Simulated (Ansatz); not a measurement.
Cells marked so need not be the phases stable at ambient conditions, and some may be hypothetical.

The gap is the functional's own, uncorrected, and κ follows it; spin-orbit coupling is left out. Mid-gap values are interpolated between the computed energies.

A. BAs (P6_3mc, wurtzite, not sure to be the ambient phase, 4 atoms a cell, 14.0 Å³ an atom, -3 GPa at this level), along the normal of (110)
B. Cs$_{2}$SnF$_{6}$ (P-3m1, not sure to be the ambient phase, 9 atoms a cell, 19.1 Å³ an atom), along the normal of (110)
C. SiHg3(SF3)2 (P-3m1, not sure to be the ambient phase, 12 atoms a cell, 18.1 Å³ an atom, -2 GPa at this level), along the normal of (110)

**Question.** Rank these by mid-gap decay constant of the slowest evanescent state (lowest first), as Ansatz (an electronic-structure program) with r2SCAN gives it.

**Answer.** A (0.14 1/Å), C (0.39 1/Å), B (0.49 1/Å)
